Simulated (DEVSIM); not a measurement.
System: abrupt In0.53Ga0.47As n-p junction, at 300 K.

```
layer (left to right)        material  thickness (μm)  Nd (cm⁻³)  Na (cm⁻³)  τn (s)  τp (s)
---------------------  --------------  --------------  ---------  ---------  ------  ------
1                      In0.53Ga0.47As           0.290     1.4e15          -  1.3e-8  1.3e-8
2                      In0.53Ga0.47As           0.800          -     5.3e16  1.3e-8  1.3e-8
```

Left contact: ohmic. Right contact: ohmic. Voltage is applied to the left contact. Recombination: SRH at mid-gap. Mobility is μmin + (μ − μmin)/(1 + (N/Nref)^α).

This is a model device: material constants are rounded textbook-type values typed into the input, and sizes, dopings and lifetimes were drawn at random. Values at 300 K.

```csv
parameter,In0.53Ga0.47As
gap (eV),0.74
affinity (eV),4.51
permittivity,13.9
Nc (cm⁻³),2.1e17
Nv (cm⁻³),7.7e18
μn (cm²/Vs),12000
μp (cm²/Vs),300
"μn,min",300
"μp,min",10
"Nref,n",1.3e17
"Nref,p",4.9e17
αn,0.48
αp,0.4
```

Simulated with DEVSIM: 1D drift-diffusion, Boltzmann statistics, complete ionisation; no tunnelling, impact ionisation, image-force lowering or self-heating.

The doping Na of layer 2 was swept, all else fixed.

| doping Na of layer 2 (cm^-3) | largest field in the device at zero bias (V/cm) | dark forward voltage at 100 A/cm² (V) | potential step across the device at zero bias (V) | dark forward voltage at 1 A/cm² (V) |
|---|---|---|---|---|
| 1.6e15 | 8800 | 0.340 | 0.391 | 0.206 |
| 5.3e15 | 12000 | 0.369 | 0.422 | 0.231 |
| 1.6e16 | 15000 | 0.387 | 0.451 | 0.238 |
| 5.3e16 | 19000 | 0.394 | 0.482 | 0.237 |
| 1.6e17 | 25000 | 0.393 | 0.510 | 0.235 |
| 5.3e17 | 40000 | 0.391 | 0.541 | 0.233 |
| 1.6e18 | 65000 | 0.389 | 0.570 | 0.232 |

From the first row to the last the largest field in the device at zero bias goes from 8800 to 65000. From the first row to the last the dark forward voltage at 100 A/cm² goes from 0.340 to 0.389.
